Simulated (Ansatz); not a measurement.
Levels about the gap of amorphous Si$_{24}$O$_{47}$H$_{2}$ (73 atoms in a cell of 1085 Å³, 2.19 g/cm³; zone centre alone, so wide bands show as single levels with stretches between that a denser mesh fills), at the geometry that PBE relaxed, where it gives -0.1 GPa on a denser mesh. The participation number counts the atoms over which a state spreads; weights are charges in smoothed Voronoi cells. The levels come from a single point, so bond lengths are those of that geometry. Method of the levels: PBE, scalar-relativistic without spin-orbit coupling (Ansatz, a program for electronic structure). Sampling: the zone centre alone; Fermi-Dirac width 0.01 eV; collinear spin, started from moments on atoms (at the end a net moment of 0.0 μB, with unpaired spins of both signs, a broken-symmetry state; no other order was tried). The usual formal charges leave 4 electrons over, so the level spacing at the Fermi energy parts defect or band states and needn't be the band gap. In the spin-polarised cell the level spacing at the Fermi energy can part levels of unlike spin. At PBE the levels at both edges of the gap are localised (band-tail or defect states), and the nearest spread-out levels lie 5.9 eV apart at the zone centre.

The cell was made by melting and quenching with the CHGNet potential and then relaxed with DFT. O atoms were pushed apart under 1.9 Å during the dynamics, to hinder bonds among them. The hot cell started wider than the set density and was brought back towards it in steps. It is the lowest in DFT energy of 2 quenches. It is a model cell: composition and starting density were chosen by hand, and all elements were melted together. No dispersion term was used. Its density started from a set value of 2.19 and ended at 2.19 g/cm³. The quench (nominally 530 K/ps over its main leg) was far faster than any real one, so the model tends to hold more defects than a real film. One small periodic cell is one sample of the glass; other quenches scatter about these values. The volume was held where the preparation left it, at a PBE pressure of -0.1 GPa (tension). Stress components on the final sampling reach 2.0 GPa.

```json
[
 {"E - E(highest filled), eV": "-2.30", "filling": "filled", "spin": "up", "participation number": "9.9", "largest on": "O, 2 neighbours", "weight O": "0.95", "weight Si": "0.05", "weight H": "0.00"},
 {"E - E(highest filled), eV": "-2.18", "filling": "filled", "spin": "dn", "participation number": "3.6", "largest on": "O, 2 neighbours", "weight O": "0.91", "weight Si": "0.03", "weight H": "0.05"},
 {"E - E(highest filled), eV": "-2.18", "filling": "filled", "spin": "up", "participation number": "3.6", "largest on": "O, 2 neighbours", "weight O": "0.91", "weight Si": "0.03", "weight H": "0.05"},
 {"E - E(highest filled), eV": "-0.94", "filling": "filled", "spin": "up", "participation number": "2.1", "largest on": "Si, 2 neighbours", "weight O": "0.31", "weight Si": "0.69", "weight H": "0.00"},
 {"E - E(highest filled), eV": "-0.94", "filling": "filled", "spin": "dn", "participation number": "2.1", "largest on": "Si, 2 neighbours", "weight O": "0.31", "weight Si": "0.69", "weight H": "0.00"},
 {"E - E(highest filled), eV": "-0.46", "filling": "filled", "spin": "dn", "participation number": "2.8", "largest on": "Si, 3 neighbours", "weight O": "0.38", "weight Si": "0.62", "weight H": "0.00"},
 {"E - E(highest filled), eV": "0.00", "filling": "filled", "spin": "up", "participation number": "3.0", "largest on": "Si, 3 neighbours", "weight O": "0.41", "weight Si": "0.59", "weight H": "0.00"},
 {"E - E(highest filled), eV": "1.43", "filling": "empty", "spin": "up", "participation number": "3.0", "largest on": "Si, 3 neighbours", "weight O": "0.38", "weight Si": "0.62", "weight H": "0.00"},
 {"E - E(highest filled), eV": "1.82", "filling": "empty", "spin": "dn", "participation number": "3.7", "largest on": "Si, 3 neighbours", "weight O": "0.43", "weight Si": "0.57", "weight H": "0.00"},
 {"E - E(highest filled), eV": "2.95", "filling": "empty", "spin": "up", "participation number": "2.1", "largest on": "Si, 2 neighbours", "weight O": "0.30", "weight Si": "0.70", "weight H": "0.00"},
 {"E - E(highest filled), eV": "2.95", "filling": "empty", "spin": "dn", "participation number": "2.1", "largest on": "Si, 2 neighbours", "weight O": "0.30", "weight Si": "0.70", "weight H": "0.00"},
 {"E - E(highest filled), eV": "3.29", "filling": "empty", "spin": "up", "participation number": "56.8", "largest on": "Si, 3 neighbours", "weight O": "0.62", "weight Si": "0.36", "weight H": "0.02"},
 {"E - E(highest filled), eV": "3.35", "filling": "empty", "spin": "dn", "participation number": "48.9", "largest on": "Si, 3 neighbours", "weight O": "0.61", "weight Si": "0.37", "weight H": "0.02"},
 {"E - E(highest filled), eV": "4.38", "filling": "empty", "spin": "up", "participation number": "38.5", "largest on": "Si, 4 neighbours", "weight O": "0.65", "weight Si": "0.34", "weight H": "0.01"}
]
```

Most localised among these is the empty level at +2.95 eV, on a Si atom, which has 2 neighbours (O 1.66 Å, O 1.67 Å).
